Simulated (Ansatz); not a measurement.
Input and output of a relaxation of the atoms for Ni (P-3m1, 2 atoms in the cell) (Ansatz, a program for electronic structure).

Method of the run: LDA (PW92), default PAW files made with PBE (plane waves; Ansatz).

The change in words: one atom moved by 0.15 angstrom; relax: default → atoms; relax.f_tol: default → 0.03 eV/Å. Reference geometry:
```yaml
crystal:
  lattice:
    - [2.45536, 0.00000, 0.00000]
    - [-1.22768, 2.12641, 0.00000]
    - [0.00000, 0.00000, 4.08503]
  atoms:
    - { symbol: Ni, position: [0.33333, 0.66667, 0.25000], spin: 2.0 }
    - { symbol: Ni, position: [0.66667, 0.33333, 0.75000], spin: 2.0 }
```
(The spins are starting values, not results.)

Reference input (self-consistent single point, DFT, LDA (PW92), plane waves, default PAW files made with PBE): basis.ecutwfc = 30.9 Ry; kpoints.mp_grid.grid = 15 15 8; hamiltonian.xc = lda; hamiltonian.pseudopotentials = {kind: paw} (the program's default PAW files); magnetization.spin_polarized = true; scf.occupations.method = gaussian; scf.occupations.width = 0.0073 Ry. This run's input differs from it in these lines:

```diff
@@ -7,3 +7,3 @@
   atoms:
-    - { symbol: Ni, position: [0.33333300, 0.66666700, 0.25000000], spin: 2.0 }
+    - { symbol: Ni, position: [0.33333300, 0.66666700, 0.28671900], spin: 2.0 }
     - { symbol: Ni, position: [0.66666700, 0.33333300, 0.75000000], spin: 2.0 }
@@ -20,2 +20,4 @@
   occupations: { method: gaussian, width: 0.0073 Ry }
+relax:
+  f_tol: 0.03
 output:
```

Output, abridged:

```
   [... SCF lines of the steps left out ...]
relax step   1: F+E_penalty+E_count = -11546.57393054 eV  Δ(F+E_penalty+E_count) = +0.000e0 eV  max|allowed force component| = 1.221e0 eV/Å  Δτ_max = 0.0000 Å  (10 SCF iters, dr2 threshold 2.25e-5 eV, accepted)
relax step   2: F+E_penalty+E_count = -11546.61790843 eV  Δ(F+E_penalty+E_count) = -4.398e-2 eV  max|allowed force component| = 8.630e-1 eV/Å  Δτ_max = 0.0211 Å  (8 SCF iters, dr2 threshold 9.32e-5 eV, accepted)
relax step   3: F+E_penalty+E_count = -11546.66394903 eV  Δ(F+E_penalty+E_count) = -4.604e-2 eV  max|allowed force component| = 7.650e-3 eV/Å  Δτ_max = 0.0534 Å  (8 SCF iters, dr2 threshold 4.65e-5 eV, accepted)
relax step   4: F+E_penalty+E_count = -11546.66394946 eV  Δ(F+E_penalty+E_count) = -4.362e-7 eV  max|allowed force component| = 7.638e-3 eV/Å  Δτ_max = 0.0000 Å  (4 SCF iters, accepted)
the relaxation is at rest under the 12 symmetry operations that the run kept from its start: a minimum is not shown …
the relaxation's final electronic state is not compared with the one that a single-point calculation of its input finds at the relaxed geometry …
Stability not checked: this state was not tested for a lower state beside it, because too few of the mixer's solves of this state at the end of the SCF gave a …
Magnetization: 1.2909 μB (18.6454 up, 17.3546 down)
   [... lines left out ...]
Absolute magnetization: 1.4155 μB (∫|ρ↑−ρ↓|, with the PAW one-centre terms)
Free energy (F): -11546.663949 eV
Fermi energy:    18.196653 eV
   [... lines left out ...]
--- Relaxed structure (4 steps of the walk, 4 accepted, 0 SCFs on fresh bases) ---
  F+E_penalty+E_count = -11546.66394946 eV   max|allowed force component| = 7.638e-3 eV/Å
  atoms:
    - { symbol: Ni, position: [0.3333333333333333, 0.6666666666666666, 0.268478307997204] }
    - { symbol: Ni, position: [0.6666666666666666, 0.3333333333333333, 0.7682406920027959] }
```

The run converged. 

Summary of the result:
- Free energy E − TS (on the zero of these files) = -11546.6639 eV
- Fermi level (on the code's own zero) = 18.20 eV
- Pressure = -12.65 GPa
- Largest force (vector length) = 0.008 eV/Å
- Size of the cell's spin moment = 1.29 μB
- Relaxation steps = 4

The starting cell comes from a database of computed structures (which also holds hypothetical and non-ambient phases and stackings), without a prior relaxation at this level. Its lattice was rescaled by up to half a per cent. For this run, on top of that: one atom moved by 0.15 angstrom. The magnetic order is the one reached from the typed start; others were not searched systematically. The relaxation keeps the symmetry of its start, so its end need not be a minimum. Ansatz's pressure includes its estimate of the finite-basis (Pulay) stress.

Cost on one core of a shared machine: roughly 60 s.

Keys are those of Ansatz 0.2.
